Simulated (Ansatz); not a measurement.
Start from MgTe in the zinc blende structure (space group F-43m, No. 216; a = 6.3681 Å). Axes: x, y, z lie along the cube axes.

The values are results of LDA, PAW, 420 eV (Ansatz, a program for electronic structure; spin-orbit coupling left out), not measurements.

It is then changed as follows: tensor shear ε_xy = +2.00 % (engineering shear γ = 0.0400); the atoms relax in the strained cell.

Problem. Predict the stress tensor and what it implies for the stiffness.

Solution. Stress of the strained cell less that of the base (GPa, compression positive):
```
   0.00   -0.70    0.00
  -0.70    0.00    0.00
   0.00    0.00   -0.03
```

Then −Δσ/γ with γ = 2ε = 0.0400 gives secant stiffness values (nonlinear terms included at this strain): C66 ≈ 17 GPa.

No phonon test of stability was made.
